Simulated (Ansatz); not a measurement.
Consider ZrN in the rock salt structure (space group Fm-3m, No. 225; a = 4.5525 Å; relaxed with 0.1 eV smearing). Axes: x, y, z lie along the cube axes.

The values are results of Ansatz (an electronic-structure program) PBEsol, no spin-orbit coupling, not measurements.

Base values:

```
Item        Value
--------  -------
Pressure  0.0 GPa
```

Perturbation: compressive biaxial strain of 0.82 % in the plane normal to [001], as in epitaxy on a mismatched substrate; the out-of-plane cell vector and the atoms relax.

Problem. Predict the new energy relative to the base.

Solution. The energy increases by 3.3 meV/atom.

Problem. How does this affect the ratio −ε⊥/ε∥?

Solution. The ratio −ε⊥/ε∥ amounts to 0.39.

Problem. Predict the new pressure.

Solution. The pressure (mean of the normal stresses, compression positive) goes from zero to 3.8 GPa.

No phonon test of stability was made. The final runs are not spin-polarised. An odd electron count without spin: ZrN.
